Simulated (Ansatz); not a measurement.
The reference is TiN in the rock salt structure (space group Fm-3m, No. 225; a = 4.205 Å; relaxed with 0.1 eV smearing).

Calculations: PBEsol (Ansatz, an electronic-structure program, PAW, scalar-relativistic without spin-orbit coupling).

Base values:

```
Quantity   Result
--------  -------
Pressure  0.0 GPa
```

It is then changed as follows: the cell is scaled by 1.0046 in all directions, atoms relaxed at fixed cell.

Problem. Estimate the effect on the energy relative to the base.

Solution. The energy grows by 1.6 meV/atom.

Problem. Predict the new pressure.

Solution. The pressure goes from zero to -4.0 GPa.

The cells carry an imposed strain or load. Stability against distortions was not tested. The base started in Pnma and relaxed to Fm-3m at this level. All final runs are without spin polarisation. An odd electron count without spin: TiN.
